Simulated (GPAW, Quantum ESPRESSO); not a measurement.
A Quantum ESPRESSO input for a self-consistent single point of Ge3Rh (P1, 4 atoms in the cell) (DFT, LDA (PZ), plane waves, PSlibrary ultrasoft (LDA) pseudopotentials):

```fortran
&control
  calculation = 'scf'
  prefix = 'pwscf'
  outdir = './tmp'
  pseudo_dir = './'
  verbosity = 'high'
  tprnfor = .true.
  tstress = .true.
/
&system
  ibrav = 0
  nat = 4
  ntyp = 2
  ecutwfc = 60
  ecutrho = 420
  occupations = 'smearing'
  smearing = 'gauss'
  degauss = 0.0036749
/
&electrons
  conv_thr = 1.0d-9
/
ATOMIC_SPECIES
Ge    72.6300  Ge.pz-n-rrkjus_psl.1.0.0.UPF
Rh   102.9055  Rh.pz-spn-rrkjus_psl.1.0.0.UPF
ATOMIC_POSITIONS crystal
Ge    0.7381650000    0.2295240000    0.4976590000
Ge    0.2583350000    0.7530530000    0.5011270000
Ge    0.4829160000    0.4936960000   -0.0069650000
Rh    0.0205840000    0.0237270000    0.0081790000
K_POINTS automatic
8 8 8  0 0 0
CELL_PARAMETERS angstrom
  -2.1225600000     2.1225600000     3.7376550000
   2.1225600000    -2.1225600000     3.7376550000
   2.1225600000     2.1225600000    -3.7376550000
```

Q: Write the same calculation as an input for GPAW.

A: This is the input that was run; spellings and numerical settings could be chosen otherwise.

```python
from ase import Atoms
from ase.units import GPa
from gpaw import GPAW, PW

atoms = Atoms(['Ge', 'Ge', 'Ge', 'Rh'],
              cell=[[-2.122560, 2.122560, 3.737655],
                    [2.122560, -2.122560, 3.737655],
                    [2.122560, 2.122560, -3.737655]],
              positions=[[-0.023310, 2.135932, 1.756810],
                         [2.113741, 0.013603, 1.907180],
                         [0.008098, -0.037665, 3.676271],
                         [0.024032, 0.010689, 0.135049]],
              pbc=True)

calc = GPAW(mode=PW(550),
            xc='LDA',
            kpts={'size': (8, 8, 8), 'gamma': True},
            occupations={'name': 'methfessel-paxton', 'width': 0.05, 'order': 0},
            nbands=-10,
            convergence={'forces': 0.001},
            symmetry={'symmorphic': False, 'tolerance': 0.0005},
            maxiter=100,
            txt='-')

atoms.calc = calc

energy = atoms.get_potential_energy()
print('Energy (eV):', round(energy, 6))
forces = atoms.get_forces()
print('Forces (eV/Ang):')
print(forces.round(5))
stress = atoms.get_stress()
print('Stress (GPa, Voigt):', (stress / GPa).round(4))
```

Basis settings and potentials, where a program has them, do not carry over. This input uses DFT LDA (Perdew-Wang 92), plane waves, GPAW PAW datasets LDA (gpaw-data 1.0.1). LDA parametrisations can differ slightly between programs.

The starting cell comes from a database of computed structures (which also holds hypothetical and non-ambient phases and stackings), without a prior relaxation at this level. For this run, on top of that: atoms moved at random.
